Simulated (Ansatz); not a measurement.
Ansatz (an electronic-structure program), DFT, PBE, plane waves, its default PAW files: Cu(100) slab of 6 layers, 1x1, atoms displaced (Cu6), unrelaxed, 6 atoms. Basis and mesh were picked for this test and aren't claimed converged.

| Item | Result |
|---|---|
| cell | 2.56, 2.56, 29.04 Å; 90, 90, 90° |
| distance to the nearest atom | 2.53 to 2.56 Å |
| task | single point |
| k mesh | 10×10×1 |
| hamiltonian.xc | pbe |
| kind of files | paw |
| scf.occupations.method | fermi_dirac |
| scf.occupations.width | 0.1 eV |
| output.forces | true |
| binding of workers (--pin) | off |
| k-point pools (--kpoint-pools) | 1 |
| memory maximum (--max-ram) | 8GiB |
| accuracy | medium (default) |
| basis.precision | auto (default) |
| basis.xc_grid | 2 (default) |
| scf.eigensolver.kind | auto (default) |
| scf.convergence.dr2_threshold | 1e-07 (default) |
| scf.lower_state_search | light (default) |
| k-points after symmetry | 52 |
| bands at the start | 64 |
| electrons | 114 |
| plane waves at Γ | 3741 |
| cutoff (eV) | 420 |
| FFT grid | 18×18×200 |
| symmetry operations | 1 |

Settings of this run: scf.mixing.algorithm = auto, scf.mixing.preconditioner = kerker, scf.algorithm = auto; 4 threads.

```tsv
iteration	dr2 (eV)	Hψ
1	1.77e-2	13608
2	1.08e-2	6963
3	6.25e-3	4770
4	1.87e-3	3338
5	9.86e-4	3495
6	4.82e-4	4233
7	2.61e-4	4632
8	2.20e-4	4420
9	8.53e-5	4642
10	1.11e-4	4894
11	6.78e-5	4915
12	4.55e-5	4781
13	4.67e-5	4648
14	4.44e-5	4777
…	…	…
25	9.29e-6	3400
26	8.54e-6	3718
27	7.63e-6	3894
28	7.30e-6	3572
29	6.03e-6	3766
30	8.67e-6	4575
31	5.24e-6	4103
32	6.73e-6	4504
…	…	…
41	1.10e-6	4829
42	6.73e-7	3431
43	4.64e-7	3566
44	3.85e-7	3720
45	3.70e-7	3761
46	1.54e-7	4446
47	1.26e-7	4922
48	8.45e-8	12296
```

It converged after 48 SCF iterations.

Problem. The cycle is slow. Which setting should be changed?

Solution. One answer among several that fit: scf.mixing.preconditioner = auto (default) (10 SCF iterations) or scf.mixing.preconditioner = ldos (10 SCF iterations), all else kept. The other changes of this size gave: scf.mixing.preconditioner = local_kerker (14); scf.mixing.preconditioner = none (15); scf.mixing.preconditioner = kerker_dos (34); scf.mixing.algorithm = broyden (40). With more settings changed, the fewest of all runs of this system: scf.mixing.preconditioner = auto (default), scf.algorithm = direct_min (6). In that run the program took: scf.mixing.algorithm MSR1, scf.mixing.preconditioner LDOS, scf.eigensolver.kind band_cg, --slots 4. The first change moves the result by: energy under 0.001 meV/atom, forces (largest component) 0.037 meV/Å. Counts are of single runs.

Keys are those of Ansatz 0.2.
